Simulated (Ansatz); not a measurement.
Functionals compared on H2O on the 1x1 (111) surface of fcc Cu, one in a 2x2 cell, started at the site 'bridge Cu-Cu (span 2.6 Å)', in Ansatz (plane waves, PAW). The structure was relaxed with PBE; the other rows are single points on it, each with its references at the same level. Cutoff 420 eV (500 eV for r2SCAN).

Set-up: 19 atoms, 6.2 Å thick at the start under the adsorbate (thin: gaps and levels are the slab's own); mesh 6x6x1; 0.1 eV smearing; dipole correction on; 8 atoms held, the rest relaxed; no symmetry held; no spin, no spin-orbit, no U, no dispersion correction. At the end no host atom lies within bonding distance. In PBE it is, or lies within 0.03 eV of, the lowest of the starts that converged. These notes are the PBE run's. Adsorption energies are against H2O(g). A negative adsorption energy means that the adsorbate is more stable on the surface than in its reference.

| functional | adsorption energy (eV) | work function of the top face (eV) | change of the work function (eV) | rough cost of the single point |
|---|---|---|---|---|
| PBE | -0.15 | 4.19 | -0.58 | – |
| RPBE | 0.02 | 4.06 | -0.55 | very roughly 6 core-minutes |
| r2SCAN | -0.26 | 4.15 | -0.66 | around 11 core-minutes (rough) |

Ansatz is a program for electronic structure.
